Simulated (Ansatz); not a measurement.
An Ansatz (a quantum-chemistry and plane-wave program) input (Ansatz, LDA, PAW, cutoff 420 eV, scalar-relativistic without spin-orbit coupling):

Ansatz 0.2 input:
```yaml
crystal:
  lattice:
    - [0, 3.0848852252, 3.0848852252]
    - [3.0848852252, 0, 3.0848852252]
    - [3.0848852252, 3.0848852252, 0]
  atoms:
    - { symbol: Ga, position: [0, 0, 0] }
    - { symbol: Sb, position: [0.25, 0.25, 0.25] }
basis: { ecutwfc: 420, ecutrho_ratio: 4, xc_grid: 2, fft_grid_basis: typed }
kpoints: { mp_grid: { grid: [13, 13, 13] } }
hamiltonian:
  xc: lda
  dispersion: none
  pseudopotentials: { kind: paw }
scf: { occupations: { method: fermi_dirac, width: 0.05 }, convergence: { dr2_threshold: 0.0000000002 } }
relax: { f_tol: 0.005, max_steps: 50 }
output: { forces: true, stress: true }
checkpoint: { write: state.ck, write_every: 1000 }
```

**Question.** Which symmetry and how many k-points will the program report, and about how many plane waves at Γ?

**Answer.** Space group F-43m (ITA 216) with 24 operations, k-points 84 of 2197, and 1139 plane waves at Γ.

**Question.** And the final pressure?

**Answer.** -2.87 GPa (compression positive).

The cells carry an imposed strain or load. Whether these cells are dynamically stable was not tested. All final runs are without spin polarisation. The cell was made from GaSb in the zinc blende structure (space group F-43m, No. 216) by this change: isotropic strain +2.00 %.
